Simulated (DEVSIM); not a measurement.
Structure: abrupt In0.53Ga0.47As n-p junction, at 300 K.

Layer 1 from the left is In0.53Ga0.47As, thickness (μm) 1.00, Nd (cm⁻³) 5e16, τn (s) 3.1e-9, τp (s) 3.1e-9. Layer 2 from the left is In0.53Ga0.47As, thickness (μm) 0.320, Na (cm⁻³) 6e16, τn (s) 3.1e-9, τp (s) 3.1e-9.

Left contact: ohmic. Right contact: ohmic. Voltage is applied to the left contact. Recombination: SRH at mid-gap, Auger. Mobility is μmin + (μ − μmin)/(1 + (N/Nref)^α).

This is a model device: material constants are rounded textbook-type values typed into the input, and sizes, dopings and lifetimes were drawn at random. Values at 300 K.

In0.53Ga0.47As: gap (eV) 0.74, affinity (eV) 4.51, permittivity 13.9, Nc (cm⁻³) 2.1e17, Nv (cm⁻³) 7.7e18, μn (cm²/Vs) 12000, μp (cm²/Vs) 300, μn,min 300, μp,min 10, Nref,n 1.3e17, Nref,p 4.9e17, αn 0.48, αp 0.4, Cn (cm⁶/s) 5e-29, Cp (cm⁶/s) 5e-29.

Model (solved in DEVSIM): 1D drift-diffusion, Boltzmann statistics, complete ionisation; no tunnelling, impact ionisation, image-force lowering or self-heating.

Dark forward current:

```tsv
|V| (V)	|J| (A/cm²)
0.05	0.0001290
0.10	0.0007704
0.15	0.004546
0.20	0.02859
0.25	0.1872
0.30	1.249
0.35	8.385
0.40	56.19
0.45	368.0
0.50	2153
```

### Question
Work out the local ideality factor n = ΔV / (kT/q · ln(J2/J1)) between the rows 0.15 and 0.20 V, 0.30 and 0.35 V, 0.45 and 0.50 V.

### Answer
kT/q = 25.85 mV. From 0.15 to 0.20 V: ln(0.02859/0.004546) = 1.839, n = 1.05, near the 1 of diffusion or emission over a barrier. From 0.30 to 0.35 V: ln(8.385/1.249) = 1.904, n = 1.02, near the 1 of diffusion or emission over a barrier. From 0.45 to 0.50 V: ln(2153/368.0) = 1.767, n = 1.09, near the 1 of diffusion or emission over a barrier.

### Question
Estimate the current at 0.30 V from the Shockley equation with J0 = Σ q ni² D/(N L) coth(W/L), τ joining the SRH, radiative and Auger lifetimes that are on, and W taken as the whole layer.

### Answer
ni² = 5.97e23 cm⁻⁶; holes in the n layer: μ = 217 cm²/Vs, D = 5.61 cm²/s, τ = 3.10e-9 s, L = 1.32 μm, W/L = 0.76, term 1.27e-7 A/cm²; electrons in the p layer: μ = 7220 cm²/Vs, D = 187 cm²/s, τ = 3.10e-9 s, L = 7.61 μm, W/L = 0.042, term 9.31e-6 A/cm². J0 = 9.44e-6 A/cm², and J = J0 exp(qV/kT) = 1.04 A/cm². The simulation gives 1.25 A/cm²; the estimate lies 17 % below. The estimate leaves out recombination in the depletion region and that region's share of W.
